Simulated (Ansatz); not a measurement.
## The (0001) surface of hcp Ru, one row in 2 of the top plane missing (bottom of the slab: a bare face, its two planes held)

Calculation: PBE (plane waves to 420 eV, PAW; Ansatz, an electronic-structure program).

Set-up: 11 atoms, 10.7 Å thick at the start with caps and adatoms (thin: gaps and levels are the slab's own); mesh 16x8x1; 0.1 eV smearing; dipole correction on; 4 atoms held, the rest relaxed; start symmetry kept, larger cells not searched; no spin, no spin-orbit, no U. It is one candidate, not shown to be the stable structure of the face.

The work function of the top face is 3.94 eV. The energy released by relaxation is 0.44 eV. The cost is about 6 core-minutes (a rough figure).
